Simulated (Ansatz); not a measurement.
Consider interstitial Be in wurtzite AlN, charge state +2. The step: one Be atom jumps by itself; the atom moves 3.13 Å along (1.00, 1.00, 0.00) of the unit cell; the moving atom starts with neighbours 3 N at 1.68 Å and ends with 3 N at 1.68 Å. A PBE band in Ansatz (plane-wave PAW, the Γ point alone, 72 host sites, 168 SCF runs with any check of the saddle's order, static, no finite-size correction) gives a forward barrier of 0.83 eV. The program found a first-order saddle point. The charge state is imposed; whether it is stable for some Fermi level was not computed. Sites that were not tried may lie lower.

Single points at the band's start and saddle point can refine it. Rough cost of one point, in units of the band's mean SCF on the same machine:

```json
[
 {"Level": "PBE, a 2×2×2 k-point mesh shifted by half a step along c", "Cost of one point": "about 6"},
 {"Level": "r2SCAN at 500 eV, the Γ point alone", "Cost of one point": "about 3"},
 {"Level": "HSE06, Γ point alone", "Cost of one point": "about 20"}
]
```

Q: Which of these move the barrier by more than 0.1 eV, and how far does each move it?

A: Not one does. PBE, a 2×2×2 k-point mesh shifted by half a step along c: -0.02 eV; r2SCAN at 500 eV, the Γ point alone: +0.05 eV; HSE06, Γ point alone: +0.03 eV. Each functional is compared with PBE at the same k-points.

Ansatz is an electronic-structure program.
